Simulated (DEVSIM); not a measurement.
**abrupt Si p-n junction**

System: abrupt Si p-n junction, at 300 K.

```csv
layer (left to right),material,thickness (μm),Nd (cm⁻³),Na (cm⁻³),τn (s),τp (s)
1,Si,77.0,-,1.3e17,2.1e-7,2.1e-7
2,Si,1.10,1.4e17,-,2.1e-7,2.1e-7
```

Left contact: ohmic. Right contact: ohmic. Voltage is applied to the left contact. Recombination: SRH at mid-gap, Auger. Mobility is μmin + (μ − μmin)/(1 + (N/Nref)^α).

This is a model device: material constants are rounded textbook-type values typed into the input, and sizes, dopings and lifetimes were drawn at random. Values at 300 K.

| parameter | Si |
|---|---|
| gap (eV) | 1.124 |
| affinity (eV) | 4.05 |
| permittivity | 11.7 |
| Nc (cm⁻³) | 2.86e19 |
| Nv (cm⁻³) | 3.1e19 |
| μn (cm²/Vs) | 1417 |
| μp (cm²/Vs) | 470 |
| μn,min | 52 |
| μp,min | 45 |
| Nref,n | 9.7e16 |
| Nref,p | 2.2e17 |
| αn | 0.68 |
| αp | 0.72 |
| Cn (cm⁶/s) | 2.8e-31 |
| Cp (cm⁶/s) | 9.9e-32 |

DEVSIM, 1D drift-diffusion, Boltzmann statistics, complete ionisation; no tunnelling, impact ionisation, image-force lowering or self-heating.

```json
{
 "potential_step_across_the_device_at_zero_bias": "0.845 V",
 "largest_field_in_the_device_at_zero_bias": "130000 V/cm",
 "Dark forward voltage at 1 A/cm²": "0.655 V",
 "Dark forward voltage at 100 A/cm²": "0.886 V"
}
```

Dark forward current:

```json
[
 {"V (V)": "0.05", "J (A/cm²)": "5.2e-9"},
 {"V (V)": "0.15", "J (A/cm²)": "5.7e-8"},
 {"V (V)": "0.30", "J (A/cm²)": "2.4e-6"},
 {"V (V)": "0.40", "J (A/cm²)": "6.6e-5"},
 {"V (V)": "0.55", "J (A/cm²)": "0.019"},
 {"V (V)": "0.65", "J (A/cm²)": "0.85"},
 {"V (V)": "0.75", "J (A/cm²)": "18"},
 {"V (V)": "0.90", "J (A/cm²)": "110"},
 {"V (V)": "1.00", "J (A/cm²)": "200"},
 {"V (V)": "1.10", "J (A/cm²)": "310"},
 {"V (V)": "1.25", "J (A/cm²)": "510"},
 {"V (V)": "1.35", "J (A/cm²)": "660"},
 {"V (V)": "1.50", "J (A/cm²)": "940"},
 {"V (V)": "1.60", "J (A/cm²)": "1200"}
]
```

Small-signal capacitance in reverse bias (quasi-static):

```json
[
 {"V (V)": "-0.1", "C (nF/cm²)": "79.1"},
 {"V (V)": "-0.25", "C (nF/cm²)": "73.2"},
 {"V (V)": "-0.5", "C (nF/cm²)": "65.8"},
 {"V (V)": "-0.75", "C (nF/cm²)": "60.2"},
 {"V (V)": "-1", "C (nF/cm²)": "55.8"},
 {"V (V)": "-1.5", "C (nF/cm²)": "49.4"},
 {"V (V)": "-2", "C (nF/cm²)": "44.8"}
]
```
